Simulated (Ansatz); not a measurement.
The parent structure is Pd in the fcc (Cu type) structure (space group Fm-3m, No. 225; a = 3.943 Å).

Calculations: Ansatz (a first-principles code), PBE, PAW, cutoff 420 eV, no spin-orbit coupling, earlier PAW set.

One change was made to it. Results:

| quantity | base | after |
|---|---|---|
| density | 11.53 g/cm³ | 11.55 g/cm³ |
| shortest interatomic distance | 5.268 bohr | 5.265 bohr |

Q: Which change produced these results?
A. pressure −2 GPa
B. pressure 0.3 GPa
C. pressure 10 GPa
D. pressure −1 GPa
E. pressure 5 GPa

A: B, pressure 0.3 GPa. For comparison, the density in the other runs: pressure −2 GPa gives 11.39 g/cm³; pressure 5 GPa gives 11.86 g/cm³; pressure 10 GPa gives 12.15 g/cm³; pressure −1 GPa gives 11.46 g/cm³.

Load acts through the strain it causes; cell and atoms are relaxed under it. No phonon test of stability was made. Competing high-pressure phases were not computed. The final runs are not spin-polarised.
